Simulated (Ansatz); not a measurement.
# Ir under a change: Sn on a Ir site, symmetric start

Consider a 27-atom supercell of Ir in the fcc (Cu type) structure (space group Fm-3m, No. 225; a = 3.830 Å) at its relaxed geometry.

It is then changed as follows: one Ir atom is replaced by Sn, atoms relaxed at fixed cell.

Calculations: PBEsol, PAW, 420 eV (Ansatz, a program for electronic structure; no spin-orbit coupling), earlier PAW set. Settings: 5×5×5 k-points, 0.05 eV Fermi–Dirac smearing.

```csv
quantity,base,changed,shift
pressure,-0.1 GPa,4.7 GPa,+4.8 GPa
energy gained by relaxation,–,0.09 eV,–
largest displacement of a host atom from its site in the perfect cell,–,0.02 Å,–
```

The cell is small, so the values are those of an ordered compound at a high defect concentration; dilute-limit values will differ. The defect started on the symmetric site and kept its symmetry, so it may sit on a saddle. The final runs are not spin-polarised. The defect cell is not spin-polarised.
